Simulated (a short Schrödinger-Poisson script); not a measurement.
Solved with a short Schrödinger-Poisson script written for these runs: one-band effective-mass equation with BenDaniel-Duke matching, electrons, heavy and light holes apart, hard walls at the outer ends, one valence edge for both holes (no strain splitting), no charge, excitons, band mixing or non-parabolicity; under a field the levels are quasi-bound states of a box, listed while three quarters of their weight lies within 4 nm of the wells.

Stack: coupled double CdTe/Cd0.8Zn0.2Te quantum well.

```tsv
layer	material	thickness (nm)
1	Cd0.8Zn0.2Te	20
2	CdTe	10
3	Cd0.8Zn0.2Te	3
4	CdTe	10
5	Cd0.8Zn0.2Te	20
```

Constants are typed, rounded textbook-type inputs, not results; the design itself was drawn at random and stands for no fabricated device. CdTe: direct gap (eV) 1.5, conduction-band edge (eV) 0, electron mass (mₑ) 0.096, heavy-hole mass 0.6, light-hole mass 0.12. Cd0.8Zn0.2Te: direct gap (eV) 1.62, conduction-band edge (eV) 0.096, electron mass (mₑ) 0.1, heavy-hole mass 0.6, light-hole mass 0.13.

The valence-band edge of each layer lies one gap below its conduction-band edge. The electron's potential energy rises along the stack by the applied field. Mesh 0.03 nm at interfaces.

Gate and field steps stay those of the base.

One input was changed, with this effect: e1-hh1 transition at zero applied field 1.520 → 1.508 eV; hh1 − lh1 3.7 → 2.5 meV; e2 − e1 5.0 → 11.9 meV; shift of e1-hh1 at 6.8 kV/cm -7.0 → -10.5 meV.

Problem. Which change was it?
A) width of the first well 10 → 20 nm
B) thickness of the middle barrier 3 → 0.8 nm
C) width of the first well 10 → 16 nm

Solution. A, width of the first well 10 → 20 nm

Excitons are left out, and strain enters only through the typed gaps and offsets, so measured lines lie elsewhere.
